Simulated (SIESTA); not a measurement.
A short convergence ladder for Cu3Pd (Pm-3m, 4 atoms in the cell)

```xyz
4
Lattice="3.6829 0.0000 0.0000 0.0000 3.6829 0.0000 0.0000 0.0000 3.6829" Properties=species:S:1:pos:R:3 pbc="T T T"
Cu     0.0000     1.8415     1.8415
Cu     1.8415     0.0000     1.8415
Cu     1.8415     1.8415     0.0000
Pd     0.0000     0.0000     0.0000
```

Base method: LDA PW92, numerical atomic orbitals DZP, PseudoDojo LDA standard norm-conserving potentials (rewritten from UPF to PSML) run with SIESTA.

Base settings: XC.functional = LDA; XC.authors = PW92; potentials = PseudoDojo LDA standard; PAO.BasisSize = DZP; PAO.EnergyShift = 0.01 Ry; MeshCutoff = 350 Ry; kgrid.MonkhorstPack = 4 4 4; OccupationFunction = FD; ElectronicTemperature = 100 meV; MaxSCFIterations = 150.

Core times come from one kind of shared machine, to one figure; runs under 30 s give none.

**The force threshold of a relaxation**

On Cu3Pd (P4mm, 4 atoms in the cell): one atom moved by 0.15 angstrom.

In this ladder: MD.TypeOfRun = Broyden; MD.Steps = 40.

The mesh stays at the base's, so the ladder's end is converged at best in this setting alone.

Only quantities that move along the ladder and can be compared are tabulated.

```csv
MD.MaxForceTol,free energy less the last step's (meV/atom),largest force left (eV/Å),relaxation steps,core time / last (rough)
0.2 eV/Ang,0.60,0.1268,5,0.6
0.1 eV/Ang,0.01,0.0236,6,0.7
0.05 eV/Ang,0.01,0.0236,6,0.6
0.03 eV/Ang,0.01,0.0236,6,0.8
0.02 eV/Ang,0.01,0.0142,7,0.9
0.01 eV/Ang,0.00,0.0093,8,0.9
0.005 eV/Ang,0.00,0.0047,12,1
0.002 eV/Ang,0.00,0.0007,14,2
0.001 eV/Ang,0.00,0.0007,14,1
```

Coarsest MD.MaxForceTol that holds the largest force left within 0.01 eV/Å of the last step, with all finer ones: 0.01 eV/Ang; the step before is off by 0.013 eV/Å.

Coarsest MD.MaxForceTol that holds the free energy within 0.5 meV/atom of the last step, with all finer ones: 0.1 eV/Ang; the step before is off by 0.60 meV/atom.

On the base run: the starting cell comes from a database of computed structures (which also holds hypothetical and non-ambient phases and stackings), without a prior relaxation at this level. Its lattice was rescaled by up to half a per cent. Spin polarisation is off. Values carry the incompleteness of an atom-centred basis. In the base run, with a pressure of about -14 GPa the cell is away from its equilibrium volume at this level. Without a gap this mesh is coarse (it stands for a supercell whose shortest vector is 15 Å).
